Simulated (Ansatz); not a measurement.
Faces of Bi2Se3 in 1x1 cells, as slabs relaxed from ideal cuts; for each face the lowest of the symmetric, stoichiometric cuts and spin starts that were computed. The slabs keep the symmetry of their cuts; real faces may buckle, or reconstruct in larger cells. No spin-orbit coupling, no Hubbard U.

These are PBE with D3(BJ) dispersion (plane waves to 420 eV, PAW; Ansatz, a program for electronic structure) values and carry that method's errors.

```
face                                                                     cell area (Å²)  outermost plane spacing of the ideal cut (Å)  γ unrelaxed (J/m²)  γ relaxed (J/m²)  ionisation potential, top face (eV)
-----------------------------------------------------------------------  --------------  --------------------------------------------  ------------------  ----------------  -----------------------------------
(0001)                                                                            14.87                                          1.57                0.21              0.21                                    –
(10-11) (4 Bi–Se bonds formed; 6 Bi–Se bonds broke; Se ended outermost)           39.60                                          0.68                1.36                 ?                                    ?
(11-20)                                                                           68.05                                          2.07                0.84              0.69                                 4.84
```

Task: Fill in the missing entries.

Result: 
- (10-11) (4 Bi–Se bonds formed; 6 Bi–Se bonds broke; Se ended outermost), γ relaxed (J/m²): 0.74
- (10-11) (4 Bi–Se bonds formed; 6 Bi–Se bonds broke; Se ended outermost), ionisation potential, top face (eV): 4.69
